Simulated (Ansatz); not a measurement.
System: Ru-vacancy pair (Ru on one host Ir site, one Ir site vacant) in fcc Ir (neutral cell). All values below come from PBE, PAW (plane waves to 420 eV; Ansatz, a first-principles code).

32-site cell at the relaxed PBE lattice, a 2×2×2 k-point mesh shifted by half a step, smearing 0.10 eV, spin-restricted, no finite-size correction. Energies are static. Spin-orbit coupling is left out. Forms of the defect that were not tried may lie lower.

Barriers: single points on a 4×4×4 k-point mesh shifted by half a step at the bands' geometries (they differ from the bands' own by up to 0.22 eV, and are uncertain by about as much).

The step: the Ru atom itself jumps into the vacancy (Ru-vacancy distance between ideal sites 2.74 Å throughout); the atom moves 2.76 Å along (0.00, 0.50, 0.50) of the unit cell; the moving atom starts with neighbours Ir at 2.71, 10 Ir at 2.73 Å and ends with Ir at 2.71, 10 Ir at 2.73 Å.

Task: Predict the migration barrier of this step from PBE, PAW.

Result: 261 kJ/mol, the same both ways. At the saddle the moving atom has neighbours 2 Ir at 2.50, 2 Ir at 2.51, 2 Ir at 2.99, 2 Ir at 3.03 Å. The saddle point's order was not checked, and it lies on a symmetry element of the cell, where a band can be held.
